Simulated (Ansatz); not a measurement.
**V2O3: pressure series**

Start from V₂O₃ in the corundum structure (space group R-3c, No. 167; a = 4.775 Å, c = 14.228 Å (hexagonal axes); ferromagnetic).

Cell and atoms are relaxed at each pressure.

Method: PBEsol (Ansatz, an electronic-structure program; PAW; 420 eV plane waves; spin-orbit coupling left out).

Two rows of this table had their results exchanged by mistake.

| pressure | volume per atom (Å³) | shortest distance (Å) | band gap |
|---|---|---|---|
| pressure −2 GPa | 9.18 | 1.934 | zero |
| pressure −1 GPa | 9.40 | 1.950 | zero |
| pressure 0.3 GPa | 9.35 | 1.946 | zero |
| pressure 0.7 GPa | 9.34 | 1.945 | zero |
| pressure 1.5 GPa | 9.31 | 1.943 | zero |
| pressure 3 GPa | 9.25 | 1.939 | zero |
| pressure 5 GPa | 9.44 | 1.953 | zero |
| pressure 7.5 GPa | 9.10 | 1.927 | zero |
| pressure 10 GPa | 9.02 | 1.921 | zero |

Q: Which two?

A: The rows for pressure −2 GPa and pressure 5 GPa: the volume has to fall steadily with pressure, so 9.44 Å³ belongs to pressure −2 GPa and 9.18 Å³ to pressure 5 GPa.

Other magnetic orders, which the real material may have, were not ruled out. Load acts through the strain it causes; cell and atoms are relaxed under it. No phonon test of stability was made. Competing high-pressure phases were not computed. No Hubbard U is applied, and correlation can decide whether such a compound is a metal. The base started in C2/c and relaxed to R-3c at this level.
